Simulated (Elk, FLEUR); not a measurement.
An Elk input for a self-consistent single point of Pd (Fm-3m, 1 atom in the cell) (DFT, PBE, all-electron FP-LAPW, Elk's shipped species files, APW+lo basis with extra local orbitals):

```
tasks
  0

xctype
  20

spinpol
  .true.

reducebf
  0.8

rgkmax
  7.5

gmaxvr
  16.0

nxlo
  2

lorbcnd
  .true.

lmaxi
  2

stype
  0

swidth
  0.00999582

scale
  1.889726125

avec
    0.0000000000    1.9919470000    1.9919470000
    1.9919470000    0.0000000000    1.9919470000
    1.9919470000    1.9919470000    0.0000000000

sppath
  'species/'

atoms
  1   : nspecies
  'Pd.in'   : spfname
  1   : natoms; atposl, bfcmt below
  0.0000000000  0.0000000000  0.0000000000    0.0 0.0 -1.0

ngridk
  10 10 10
```

Q: Give the FLEUR input for the same structure, mesh, smearing and functional.

A: One input that does it (others would too):

Input of the input generator:

```
Pd crystal
&input film=f /
0.0000000000 3.7642342848 3.7642342848
3.7642342848 -0.0000000000 3.7642342848
3.7642342848 3.7642342848 -0.0000000000
1.0
1.0 1.0 1.0

1
46 0.0000000000 0.0000000000 0.0000000000 : 1.00

&comp jspins=2 /
&kpt div1=10 div2=10 div3=10 gamma=t /
&end /
```

```xml
<?xml version="1.0" encoding="UTF-8" standalone="no"?>
<fleurInput fleurInputVersion="0.39">
   <comment>
      Pd crystal                                                                                          
   </comment>
   <calculationSetup>
      <cutoffs Kmax="4.0" Gmax="12.0" GmaxXC="12.0" numbands="0"/>
      <scfLoop itmax="100" minDistance="0.00001" maxIterBroyd="15" imix="Anderson" alpha="0.05" precondParam="0.0" spinf="2.0"/>
      <coreElectrons ctail="T" frcor="F" kcrel="0" coretail_lmax="0"/>
      <xcFunctional name="pbe" relativisticCorrections="F"/>
      <magnetism jspins="2"/>
      <soc l_soc="F" theta="0.0" phi="0.0" spav="F"/>
      <expertModes spex="0" secvar="F"/>
      <geometryOptimization l_f="T" forcealpha="1.0" forcemix="BFGS" epsdisp="0.00001" epsforce="0.00001"/>
      <ldaU l_linMix="F" mixParam="0.05" spinf="1.0"/>
   </calculationSetup>
   <cell>
      <bzIntegration valenceElectrons="16.0" mode="gauss" fermiSmearingEnergy="0.00999582">
         <kPointListSelection listName="default-1"/>
         <!-- k-points included here -->
         <xi:include xmlns:xi="http://www.w3.org/2001/XInclude" href="kpts.xml"> </xi:include>
      </bzIntegration>
      <!-- symmetry operations included here -->
      <xi:include xmlns:xi="http://www.w3.org/2001/XInclude" href="sym.xml"> </xi:include>
      <bulkLattice scale="1.0">
         <bravaisMatrix>
            <row-1>    0.0000000000000000     3.7642342848000001     3.7642342848000001</row-1>
            <row-2>    3.7642342848000001     0.0000000000000000     3.7642342848000001</row-2>
            <row-3>    3.7642342848000001     3.7642342848000001     0.0000000000000000</row-3>
         </bravaisMatrix>
      </bulkLattice>
   </cell>
   <atomSpecies>
      <species name="Palladium 1.000" element="Pd" atomicNumber="46">
         <mtSphere radius="2.44" gridPoints="859" logIncrement="0.015"/>
         <atomicCutoffs lmax="10" lnonsphr="8"/>
         <electronConfig flipSpins="F">
            <coreConfig>(1s1/2) (2s1/2) (2p1/2) (2p3/2) (3s1/2) (3p1/2) (3p3/2) (4s1/2) (3d3/2) (3d5/2)</coreConfig>
            <valenceConfig>(4p1/2) (4p3/2) (5s1/2) (4d3/2) (4d5/2)</valenceConfig>
            <stateOccupation state="(5s1/2)" spinUp="0.5" spinDown="0.5"/>
            <stateOccupation state="(4d3/2)" spinUp="2.0" spinDown="1.6"/>
            <stateOccupation state="(4d5/2)" spinUp="3.0" spinDown="2.4"/>
         </electronConfig>
         <energyParameters s="5" p="5" d="4" f="4"/>
         <lo type="SCLO" l="1" n="4" eDeriv="0"/>
      </species>
   </atomSpecies>
   <atomGroups>
      <atomGroup species="Palladium 1.000">
         <relPos label="                   1">.0000000000 .0000000000 .0000000000</relPos>
         <force calculate="T" relaxXYZ="TTT"/>
      </atomGroup>
   </atomGroups>
   <output dos="F" band="F" slice="F">
      <checks vchk="F" cdinf="F"/>
      <bandDOS minEnergy="-.5*Htr" maxEnergy="0.5*Htr" sigma="0.015" storeEVData="T"/>
      <vacuumDOS vacdos="F" integ="F" star="F" nstars="0" locx1="0.0" locy1="0.0" locx2="0.0" locy2="0.0" nstm="0" tworkf="0.0"/>
      <unfoldingBand unfoldBand="F" supercellX="1" supercellY="1" supercellZ="1"/>
      <plotting iplot="0" polar="F">
         <plot TwoD="T" vec1="  1.0  0.0  0.0" vec2="  0.0  1.0  0.0" vec3="  0.0  0.0  1.0" zero="  0.0  0.0  0.0" file="plot"/>
      </plotting>
      <chargeDensitySlicing numkpt="0" minEigenval="0.0" maxEigenval="0.0" nnne="0" pallst="F"/>
      <specialOutput eonly="F"/>
      <magneticCircularDichroism mcd="F" energyLo="-10.0" energyUp="0.0"/>
   </output>
  <!-- We include the file relax.xml here to enable relaxations (see documentation) -->
  <xi:include xmlns:xi="http://www.w3.org/2001/XInclude" href="relax.xml"> <xi:fallback/> </xi:include>
</fleurInput>
```

Basis settings and potentials, where a program has them, do not carry over. This input uses DFT, PBE, all-electron FLAPW (FLEUR), scalar-relativistic valence. Both were run: size of the net moment 0.00 μB/atom in Elk and 0.00 in FLEUR.

On Elk: the starting cell comes from a database of computed structures (which also holds hypothetical and non-ambient phases and stackings), without a prior relaxation at this level. Its lattice was rescaled by a random factor within 2.5 % of one. The starting moments vanished: the run ended non-magnetic. Values depend on the basis (sphere radii, cutoffs, local orbitals), which need not be converged.

On FLEUR: the starting cell comes from a database of computed structures (which also holds hypothetical and non-ambient phases and stackings), without a prior relaxation at this level. Its lattice was rescaled by a random factor within 2.5 % of one. The starting moments vanished: the run ended non-magnetic. Values depend on the basis (sphere radii, cutoffs, local orbitals), which need not be converged.
